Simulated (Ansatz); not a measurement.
# How the volume per atom of YGe (model structure, started from the CoSn type, P6/mmm, No. 191, 6 atoms in the cell) moves with the method

No measured value is used here.

```csv
level (code),value (Å³/atom)
PBE (Ansatz),29.45
PBEsol (Ansatz),28.25
PBE-D3(BJ) (Ansatz),29.02
```

PBE-D3(BJ): a distance lies near a switch of the dispersion term, which can move the cell. Ansatz's density-functional and Hartree–Fock values are scalar-relativistic unless marked +SOC, with PAW data made under PBE.

A model structure was made by putting elements into a prototype or built by hand; it is no filed structure, need not be a known phase, and can be a saddle point held by its symmetry.

Ansatz is a first-principles code.
